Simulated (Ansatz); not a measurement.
Start from W in the bcc (W type) structure (space group Im-3m, No. 229; a = 3.135 Å; relaxed with 0.1 eV smearing).

The values are results of LDA (Ansatz, an electronic-structure program, PAW, no spin-orbit coupling), not measurements.

Base values:

```
Item       Result
--------  -------
Pressure  0.0 GPa
Band gap     zero
```

It is then changed as follows: every lattice vector is shortened by 3.00 %, atoms relaxed at fixed cell.

Problem. How does this affect the pressure, energy relative to the base and band gap?

Solution. The pressure goes from zero to 37.0 GPa; the energy rises by 144 meV/atom; the band gap is still zero.

The cells carry an imposed strain or load. Whether these cells are dynamically stable was not tested. All final runs are without spin polarisation.
